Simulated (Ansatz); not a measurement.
The reference is WS2 in the 2H-MoS2 type structure (space group P6_3/mmc, No. 194; a = 3.115 Å, c = 11.773 Å; layered, stacked along the Cartesian z axis).

Levels (all Ansatz, a quantum-chemistry and plane-wave program, PAW): PBEsol-D3(BJ) (420 eV, scalar-relativistic without spin-orbit coupling); r2SCAN (500 eV, no spin-orbit coupling).

Its gap is 0.65 eV with PBEsol-D3(BJ) and 0.81 eV with r2SCAN.

One thing is altered: cell and atoms relaxed at a pressure of 1.8 GPa.

With PBEsol-D3(BJ) the gap becomes 0.55 eV.

Question: If the r2SCAN correction stayed the same, what would the r2SCAN gap be, and what does the r2SCAN run give?

Answer: A rigid correction of +0.16 eV gives 0.71 eV. The r2SCAN run gives 0.71 eV, so the two effects roughly add.

Single points use the geometry relaxed with PBEsol-D3(BJ). Spin-orbit coupling, missing from the scalar runs, can matter with W. Load acts through the strain it causes; cell and atoms are relaxed under it. Stability against distortions was not tested.
